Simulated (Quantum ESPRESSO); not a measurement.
# Pressure against volume in bcc Ta (space group 229) (Quantum ESPRESSO, LDA)

```xyz
1
Lattice="-1.5858 1.5858 1.5858 1.5858 -1.5858 1.5858 1.5858 1.5858 -1.5858" Properties=species:S:1:pos:R:3 pbc="T T T"
Ta     0.0000     0.0000     0.0000
```

Method: LDA (PZ), GBRV 1.5 ultrasoft (LDA) pseudopotentials (plane waves; Quantum ESPRESSO). Settings: ecutwfc = 52 Ry; ecutrho = 416 Ry; occupations = smearing; smearing = fd; degauss = 0.0036749 Ry; potentials = {Ta: ta_lda_v1.uspp.F.UPF}; K_POINTS = automatic 25 25 25 0 0 0; conv_thr = 1e-10 Ry. The cell above is the first row's. The rows scale it uniformly. In all rows the k mesh is held.

| V (Å^3/atom) | P (GPa) |
|---|---|
| 15.952 | ? |
| 16.299 | 12.99 |
| 16.646 | 7.54 |
| 16.993 | 2.62 |
| 17.340 | -1.82 |
| 17.686 | -5.82 |
| 18.033 | -9.44 |
| 18.380 | -12.74 |
| 18.727 | -15.74 |

Problem. Using a cubic, estimate the missing P at V = 15.952 from the other rows, showing the fit.

Solution. With u = V - 17.5, the rows have u = -1.2010, -0.8540, -0.5070, -0.1600, 0.1860, 0.5330, 0.8800, 1.2270. Least squares gives P = -3.719 - 11.5922·u + 1.6999·u² - 0.1934·u³. Residuals (row less fit): 0.000, -0.001, 0.000, 0.000, -0.002, 0.004, -0.004, 0.001; standard error 0.003 (degrees of freedom: 4). The fitted pressure is zero at V0 = 17.19, where dP/dV = -12.69, so B0 = -V0·dP/dV = 218 GPa. At the withheld row, u = -1.5480, so P = -3.719 - 11.5922 × (-1.5480) + 1.6999 × (-1.5480)² - 0.1934 × (-1.5480)³ = 19.017 GPa. The calculation gives 19.01 GPa, 0.007 GPa below the prediction (under 0.05 % of the range of P in the table). The row lies outside the fitted rows, so this is an extrapolation. From the scatter of the fitted rows alone, a prediction at this place has a standard error of 0.009 GPa, so the miss is 0.8 times that.

Carrying the step between the two nearest rows on in a straight line would have given 18.44, off by 0.57; series whose last step already gives the withheld value aren't shown. The scan was laid around a cell of about the measured size, scaled by a guess for this functional. Spin polarisation is off. Spin-orbit coupling is off. Cutoffs and mesh are single choices, not tested for convergence of this quantity. Series with a scatter that would blur these digits, or in which a gap closes, are not shown.
